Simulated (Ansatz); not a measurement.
Take BaZrO3 in the cubic perovskite structure (space group Pm-3m, No. 221; a = 4.181 Å) as the base.

All numbers come from Kohn–Sham DFT with the PBEsol functional, run in Ansatz (a program for electronic structure) with PAW and 420 eV plane waves, no spin-orbit coupling.

Strains are applied to the cell and any free atomic positions relax.

One change was made to it. Results:

The energy increases by 67 meV/atom; the pressure goes up by 18.224 GPa (-0.01 GPa → 18.22 GPa).

Problem. Name the change that was made.
A. isotropic strain −2.40 %
B. isotropic strain −3.00 %
C. isotropic strain −0.60 %
D. isotropic strain −1.80 %
E. isotropic strain −1.20 %

Solution. B, isotropic strain −3.00 %. For comparison, the energy relative to the base in the other runs: isotropic strain −1.20 % gives +10 meV/atom; isotropic strain −2.40 % gives +42 meV/atom; isotropic strain −0.60 % gives +2.4 meV/atom; isotropic strain −1.80 % gives +23 meV/atom.

Stability against distortions was not tested.
